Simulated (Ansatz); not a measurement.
Here is the system:

```xyz
12
Lattice="5.1540 0.0000 0.0000 0.0000 5.2281 0.0000 0.8739 0.0000 5.2576" Properties=species:S:1:pos:R:3 pbc="T T T"
Zr     2.1148     0.2204     4.1556
Zr     3.9131     5.0077     1.1020
Zr     4.3500     2.8344     3.7308
Zr     1.6779     2.3937     1.5268
O      5.5347     4.3587     4.4365
O      0.4932     0.8694     0.8211
O      0.9301     1.7447     3.4499
O      5.0977     3.4834     1.8077
O      2.3344     3.8823     0.1125
O      3.6935     1.3458     5.1451
O      3.2565     1.2682     2.5163
O      2.7713     3.9599     2.7413
```

Space group of this cell: P2_1/c. The cell is taken as given.

These are r2SCAN (plane waves, PAW; Ansatz, an electronic-structure program) values and carry that method's errors.

The current runs along the normal of the first two printed vectors; no spin-orbit coupling. Scaled by the factor s: both lengths across the current (ions clamped). Meshes 6×6×6 and 6×6 across the current in all rows.

```json
[
 {"s": "0.98", "mean pressure (GPa)": "10.8", "slowest mid-gap decay constant κ (1/Å)": "0.481"},
 {"s": "1.00", "mean pressure (GPa)": "-0.1", "slowest mid-gap decay constant κ (1/Å)": "0.466"},
 {"s": "1.02", "mean pressure (GPa)": "-9.1", "slowest mid-gap decay constant κ (1/Å)": "?"}
]
```

Task: Take the slope of the slowest mid-gap decay constant κ against ln s from the two given rows, extrapolate to s = 1.02, and say what the run there gives.

Result: Slope = (0.481 − 0.466) / ln 0.98 = -0.742 1/Å. The line gives 0.466 + (-0.742) × ln 1.02 = 0.451 1/Å. The run gives 0.452 1/Å, 0.001 1/Å over the line, 5 % of the predicted step.
